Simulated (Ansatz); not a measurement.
Effect of pressure 4.5 GPa on Sn

Take Sn in the diamond structure (space group Fd-3m, No. 227; a = 6.473 Å) as the base.

One thing is altered: cell and atoms relaxed at a pressure of 4.5 GPa.

Level of theory: LDA in Ansatz (plane waves to 420 eV, PAW, no spin-orbit coupling). Γ-centred 13×13×13 mesh, Fermi–Dirac width 0.05 eV.

| quantity | base | changed | shift |
|---|---|---|---|
| volume per atom | 33.91 Å³ | 31.24 Å³ | -2.67 Å³ |
| density | 5.81 g/cm³ | 6.31 g/cm³ | +0.50 g/cm³ |
| lattice parameter a | 6.473 Å | 6.299 Å | -0.1747 Å |
| shortest interatomic distance | 2.803 Å | 2.727 Å | -0.076 Å |
| enthalpy H = E + PV relative to the base's energy | – | +0.91 eV/atom | – |
| band gap | zero | zero | – |

Cost of the whole job for the changed cell (relaxation, final SCF and bands): around 21 core-seconds (rough).

Load acts through the strain it causes; cell and atoms are relaxed under it. Stability against distortions was not tested. Tetrahedral semiconductors of this kind turn to denser phases somewhere between about 1 and 50 GPa; those were not computed, so compressed cells here can lie past the real transition.

Ansatz is a quantum-chemistry and plane-wave program.
